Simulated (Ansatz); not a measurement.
Take Ag in the fcc (Cu type) structure (space group Fm-3m, No. 225; relaxed with 0.1 eV smearing) as the base.

```
CELL_PARAMETERS angstrom
      0.00000     2.05214     2.05214
      2.05214     0.00000     2.05214
      2.05214     2.05214     0.00000
ATOMIC_POSITIONS crystal
  Ag 0.00000 0.00000 0.00000
```

Cartesian axes are those of the cell as printed.

The values are results of r2SCAN (Ansatz, a first-principles code; PAW; 500 eV plane waves; without spin-orbit coupling), not measurements.

Now apply this change: biaxial strain −0.42 %, plane normal [111], relaxed out of plane (Cartesian); in-plane vectors clamped, the third vector and the atoms free.

Predict the new out-of-plane strain and energy relative to the base.

The out-of-plane strain amounts to +0.37 %; the energy increases by 0.3 meV/atom.

Whether these cells are dynamically stable was not tested.
